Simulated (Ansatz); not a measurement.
Start from AlRu in the CsCl type structure (space group Pm-3m, No. 221; a = 2.955 Å; relaxed with 0.1 eV smearing). Axes: x, y, z lie along the cube axes.

The values are results of plane-wave PAW DFT at the LDA level (Ansatz, a program for electronic structure, 420 eV), no spin-orbit coupling, not measurements.

It is then changed as follows: the cell is stretched by 1.50 % along z with no lateral relaxation, atoms relaxed at fixed cell.

Task: Predict the stress tensor and what it implies for the stiffness.

Result: Stress of the strained cell less that of the base (GPa, compression positive):
```
   -2.4     0.0     0.0
    0.0    -2.4     0.0
    0.0     0.0    -5.1
```

Then −Δσ_ii/ε with ε = 0.0150 gives secant stiffness values (nonlinear terms included at this strain): C33 ≈ 337 GPa, C13 ≈ 162 GPa and C23 ≈ 162 GPa.

No phonon test of stability was made. The final runs are not spin-polarised.
